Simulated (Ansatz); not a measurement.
Response to strain in Ir

Start from Ir in the fcc (Cu type) structure (space group Fm-3m, No. 225; a = 3.831 Å; relaxed with 0.1 eV smearing). Axes: x, y, z lie along the cube axes.

Strains are applied to the cell and any free atomic positions relax; under biaxial strain the out-of-plane vector relaxes too.

The values are results of DFT with PBEsol, PAW potentials and a 420 eV plane-wave cutoff in Ansatz (an electronic-structure program), no spin-orbit coupling, not measurements.

Notes on the quantities. energy relative to the base: free energy F.

| biaxial strain, plane normal [001], relaxed out of plane (%) | energy relative to the base (meV/atom) |
|---|---|
| -3 | 60.4 |
| -2.5 | 41.3 |
| -2 | 26.0 |
| -1.5 | 14.4 |
| -1 | ? |
| -0.5 | 1.5 |
| 0 | 0.0 |

Question: Fit ΔE = Aε² + Bε³ (ε in %) to the rows shown and predict the withheld row.

Answer: Least squares on the printed values gives A = 6.08 and B = -0.21 meV/atom (largest residual 0.0 meV/atom); this predicts 6.3 meV/atom, and the run gives 6.3 meV/atom, in agreement.

Stability against distortions was not tested. All final runs are without spin polarisation.
